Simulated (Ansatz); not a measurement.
The starting structures come from a database of crystals and need not be the phases stable at ambient conditions.

By PBEsol, the system below comes out a metal.

A figure of merit of an interconnect metal is its ballistic conductance per area.

```
IrO2
1.0
    5.00144     0.00000     0.00000
    0.00000     5.00144     0.00000
    0.00000     0.00000     4.90337
Ir O
4 8
Direct
  0.50000   0.50000   0.00000
  0.00000   0.50000   0.50000
  0.00000   0.00000   0.00000
  0.50000   0.00000   0.50000
  0.84987   0.15013   0.34987
  0.15013   0.84987   0.65013
  0.65013   0.84987   0.84987
  0.34987   0.15013   0.15013
  0.34987   0.34987   0.65013
  0.65013   0.65013   0.34987
  0.15013   0.65013   0.15013
  0.84987   0.34987   0.84987
```

Space group of this cell: Pbca. The cell is strained (lengths across the current scaled by 1.02, ions clamped); by PBEsol its mean pressure is -18.5 GPa.

The current flows along the normal of the first two printed cell vectors. No spin-orbit coupling; the value is a mean over 0.1 eV about the Fermi level.

Q: State the ballistic conductance per area according to PBEsol run with Ansatz (a quantum-chemistry and plane-wave program).

A: 0.90 × 10¹⁵ S/m² for both spins.
